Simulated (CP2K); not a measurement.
Band structure of SrSi3Ni (I4mm, 5 atoms in the cell).

```
CELL_PARAMETERS angstrom
      5.61065     0.00000     0.00000
      2.61677     4.96306     0.00000
     -4.11371    -2.48153     2.89807
ATOMIC_POSITIONS crystal
  Sr 0.59890 0.59890 0.00000
  Si 0.00209 0.00209 0.00000
  Si 0.34996 0.84996 0.50000
  Si 0.84996 0.34996 0.50000
  Ni 0.24478 0.24478 0.00000
```

Level of theory: LDA (Pade form), GPW, DZVP-MOLOPT-SR-GTH basis, GTH-PADE potentials (GTH_POTENTIALS) (CP2K).

Settings: CUTOFF = 600 Ry; REL_CUTOFF = 40 Ry; SMEAR/METHOD = GAUSSIAN; SIGMA = 0.05 eV; KPOINTS/SCHEME = MONKHORST-PACK 10 10 10; GAMMA_CENTERED = T; XC_FUNCTIONAL = PADE; Sr/BASIS_SET = DZVP-MOLOPT-SR-GTH-q10; Sr/POTENTIAL = GTH-PADE-q10; Si/BASIS_SET = DZVP-MOLOPT-SR-GTH-q4; Si/POTENTIAL = GTH-PADE-q4; Ni/BASIS_SET = DZVP-MOLOPT-SR-GTH-q18; Ni/POTENTIAL = GTH-PADE-q18; METHOD = GPW.

The starting cell comes from a database of computed structures (which also holds hypothetical and non-ambient phases and stackings), without a prior relaxation at this level. Its lattice was rescaled by a random factor within 2.5 % of one. Spin polarisation is off. Values carry the incompleteness of an atom-centred basis.

Levels in eV from the Fermi level, bands 17 to 22:
```tsv
point	17	18	19	20	21	22
Γ	-2.30	-1.71	-1.71	0.52	0.52	0.81
X	-2.49	-2.31	-2.11	-1.91	2.11	3.19
Y	-2.34	-2.07	-2.04	-1.66	1.99	3.08
S	-2.12	-1.90	-1.26	-0.23	0.23	1.61
Z	-2.20	-1.84	-0.55	1.27	1.42	1.42
S1	-2.12	-1.90	-1.26	-0.23	0.23	1.61
N	-2.39	-1.89	-0.89	-0.38	-0.20	1.56
P	-2.41	-2.18	-2.18	-1.98	1.20	3.75
Y1	-2.34	-2.07	-2.04	-1.66	1.99	3.08
```

Bands cross the Fermi level along this path, so the cell is metallic at this level.

Higher empty bands are left out: an atom-centred basis made for the valence describes them poorly.
